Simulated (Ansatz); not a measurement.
Defect migration in zinc-blende BN: N vacancy, charge state -1. The step: a nearby N atom hops onto the vacant site; the atom moves 2.52 Å along (0.01, -0.50, -0.49) of the unit cell; the moving atom starts with neighbours 3 B at 1.55, B at 1.57 Å and ends with 2 B at 1.56, B at 1.60, B at 1.79 Å. DFT values are from Ansatz (plane-wave PAW, 420 eV unless said) in a cell of 64 host sites, spin-restricted, static, with no finite-size correction. The charge state is imposed; whether it is stable for some Fermi level was not computed. Forms of the defect that were not tried may lie lower. For the PBE band: the check of the saddle point's order was inconclusive.

```tsv
Level	Forward barrier (eV)	Cost of the band or of the saddle's single point
CHGNet universal potential (has no charge state), its own band	2.83	-
PBE, a 2×2×2 k-point mesh shifted by half a step, band relaxed	5.13	very roughly 110 core-minutes
PBE, a 3×3×3 k-point mesh shifted by half a step, same geometries	5.12	roughly 2.0 core-minutes
r2SCAN at 500 eV, a 2×2×2 k-point mesh shifted by half a step, same geometries	5.31	roughly 80 core-seconds
```

Ansatz is a program for electronic structure.
